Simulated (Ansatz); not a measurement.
## Y, element substitutions

Take Y in the hcp (Mg type) structure (space group P6_3/mmc, No. 194; a = 3.599 Å, c = 5.587 Å) as the base.

Each row replaces one element on all its sites; cell and atoms are relaxed.

Levels (all Ansatz, a first-principles code, PAW): PBEsol (420 eV, no SOC); r2SCAN (500 eV, no spin-orbit coupling).

Pressures by level, all at the geometries relaxed with PBEsol:

```
case      PBEsol   r2SCAN
------  --------  -------
base     0.0 GPa  3.0 GPa
Y → Nb   0.0 GPa        ?
Y → Tl  -0.1 GPa        ?
Y → Rb   0.0 GPa  0.3 GPa
```

Some entries are withheld; estimate them.


- Y → Nb, r2SCAN: 5.0 GPa
- Y → Tl, r2SCAN: 1.8 GPa

Single points use the geometry relaxed with PBEsol. Their cutoffs differ, which shifts pressures a little. Whether these cells are dynamically stable was not tested. For Nb and Rb in this form, whether it has been made was not checked. All final runs are without spin polarisation. This is not the structure that Nb has at room temperature and ambient pressure. This is not the structure that Rb has at room temperature and ambient pressure.
